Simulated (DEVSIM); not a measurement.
System: Cr/SiO2/p-Ge capacitor, at 300 K.

| layer (left to right) | material | thickness (nm) | Na (cm⁻³) |
|---|---|---|---|
| 1 | SiO2 | 22.0 | - |
| 2 | Ge | 4200 | 2e16 |

Metal gate on the left, work function 4.5 eV. Fixed charge at the semiconductor interface 2.4e10 cm⁻² (in units of +e); no interface traps.

The device is made up for the run: typed textbook-type constants, with dimensions and the other settings drawn at random. Values at 300 K; Nc and Nv go as T^1.5, mobilities as T to minus their exponent, the gap by Varshni's rule with the affinity fixed.

```
parameter         SiO2        Ge
----------------  ----  --------
gap (eV)             9     0.664
affinity (eV)      0.9         4
permittivity       3.9        16
Nc (cm⁻³)            -   1.04e19
Nv (cm⁻³)            -      6e18
Varshni α (eV/K)     -  0.000477
Varshni β (K)        -       235
```

DEVSIM, 1D Poisson equation in equilibrium, Boltzmann statistics, complete ionisation; no quantum confinement or tunnelling. Metal contacts follow the ideal Schottky-Mott rule: no Fermi-level pinning, no interface dipoles.

Base results: capacitance of the dielectric stack (μF/cm²) 0.157; flat-band voltage (V) -0.04; threshold voltage (band bending 2φF) (V) 0.68; minimum of the low-frequency capacitance (μF/cm²) 0.0618.

What follows from this one change: fixed charge 2.4e+10 → -3.06e+11 cm^-2?

capacitance of the dielectric stack little changed (0.157 μF/cm²); flat-band voltage -0.04 → 0.30 V; threshold voltage (band bending 2φF) 0.68 → 1.01 V; minimum of the low-frequency capacitance little changed (0.0611 μF/cm²).

What follows from this one change: temperature 300 → 350 K?

capacitance of the dielectric stack little changed (0.157 μF/cm²); flat-band voltage -0.04 → 0.01 V; threshold voltage (band bending 2φF) 0.68 → 0.60 V; minimum of the low-frequency capacitance 0.0618 → 0.0707 μF/cm².

What follows from this one change: SiO2 thickness 0.022 → 0.012 μm?

capacitance of the dielectric stack 0.157 → 0.288 μF/cm²; flat-band voltage -0.04 → -0.03 V; threshold voltage (band bending 2φF) 0.68 → 0.52 V; minimum of the low-frequency capacitance 0.0618 → 0.0742 μF/cm².

What follows from this one change: gate work function 4.5 → 4.35 eV?

capacitance of the dielectric stack little changed (0.157 μF/cm²); flat-band voltage -0.04 → -0.19 V; threshold voltage (band bending 2φF) 0.68 → 0.53 V; minimum of the low-frequency capacitance little changed (0.0609 μF/cm²).
